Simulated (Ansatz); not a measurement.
A self-consistent single point of LaPd2 (I4/mmm, 3 atoms in the cell) with Ansatz (a first-principles code).

Computed with LDA (PW92), PAW files made with PBE (plane waves; Ansatz).

```yaml
crystal:
  lattice:
    - [-1.97482, 1.97482, 4.40689]
    - [1.97482, -1.97482, 4.40689]
    - [1.97482, 1.97482, -4.40689]
  atoms:
    - { symbol: La, position: [0.00000, 0.00000, 0.00000] }
    - { symbol: Pd, position: [0.75000, 0.25000, 0.50000] }
    - { symbol: Pd, position: [0.25000, 0.75000, 0.50000] }
```

Reference input (self-consistent single point, DFT, PBEsol, plane waves, PAW files made with PBE): kpoints.mp_grid.grid = 9 9 9; hamiltonian.xc = pbesol; hamiltonian.pseudopotentials = {kind: paw} (an earlier, softer set of the program's PAW files); scf.occupations.method = fermi_dirac; scf.occupations.width = 0.1 eV. This run's input differs from it in these lines:

Ansatz 0.2 input:
```diff
@@ -13,3 +13,3 @@
 hamiltonian:
-  xc: pbesol
+  xc: lda
   pseudopotentials:
```

Output, abridged:

```
SCF iter   1: F=—  HF=-19805.378451 eV  |F-HF|=—  |Δ(HF+E_count)|=         —  Δρ=1.12e0  dr2=1.54e3  ethr=3.10e-3  ⟨swp⟩=3.7  Hψ=7132  notcnv=0
all-band conjugate gradients solve this SCF's bands
preconditioner: auto → Kerker (q_TF=auto, 2.561 Å⁻¹)
SCF iter   2: F=—  HF=-19768.689083 eV  |F-HF|=—  |Δ(HF+E_count)|=    3.67e1  Δρ=1.56e-1  dr2=2.22e1  ethr=3.10e-3  ⟨swp⟩=4.9  Hψ=14805  notcnv=0
automatic band count: the SCF goes on with 34 bands, as 29 were too few: the levels above may hold too much charge
   [... lines left out ...]
SCF iter  10: F=—  HF=-19767.143093 eV  |F-HF|=—  |Δ(HF+E_count)|=   8.58e-4  Δρ=2.96e-4  dr2=8.40e-5  ethr=6.79e-6  ⟨swp⟩=2.0  Hψ=4499  notcnv=0
SCF iter  11: F=—  HF=-19767.143072 eV  |F-HF|=—  |Δ(HF+E_count)|=   2.04e-5  Δρ=4.25e-5  dr2=2.42e-6  ethr=1.79e-7  ⟨swp⟩=2.0  Hψ=3608  notcnv=0
SCF iter  12: F=—  HF=-19767.143072 eV  |F-HF|=—  |Δ(HF+E_count)|=   2.50e-7  Δρ=1.48e-5  dr2=2.30e-7  ethr=5.16e-9  ⟨swp⟩=1.9  Hψ=2800  notcnv=0
SCF iter  13: F=-19767.143072 eV  HF=-19767.143072 eV  |F-HF|=7.85e-8  |Δ(HF+E_count)|=   2.34e-8  Δρ=9.08e-6  dr2=8.31e-8  ethr=2.13e-10  ⟨swp⟩=5.5  Hψ=10562  notcnv=0
SCF 1 converged in 13 iterations: F = -19767.143072 eV  dr2 = 8.31e-8
Free energy (F): -19767.143072 eV
Internal energy: -19767.082583 eV  (E = F + TS)
E sigma→0 (E₀):  -19767.112827 eV
Entropy (-TS):   -0.060489 eV (-20.163 meV/atom)
Fermi energy:    13.915562 eV
--- Forces (eV/Å), atoms counted from 1 ---
  atom   1  La    -0.00000000     0.00000000     0.00000000
   [... zero for the other atoms too ...]
--- Stress (GPa, compression-positive) ---
       -4.715477       0.000000       0.000000
        0.000000      -4.715477      -0.000000
       -0.000000      -0.000000      -4.131994
  P = ⅓ Tr σ = -4.5210 GPa (-45.210 kbar)
  The stress holds the Pulay correction. Without it, at fixed plane waves, as pw.x and ABINIT print it: P = -4.5390 GPa
```

The run converged in 13 iterations. Against the reference run the pressure goes from -1.70 to -4.52 GPa.

The starting cell comes from a database of computed structures (which also holds hypothetical and non-ambient phases and stackings), without a prior relaxation at this level. Its lattice was rescaled by a random factor within 2.5 % of one. Spin polarisation is off. With a pressure of about -5 GPa the cell is away from its equilibrium volume at this level. Ansatz's pressure includes its estimate of the finite-basis (Pulay) stress.
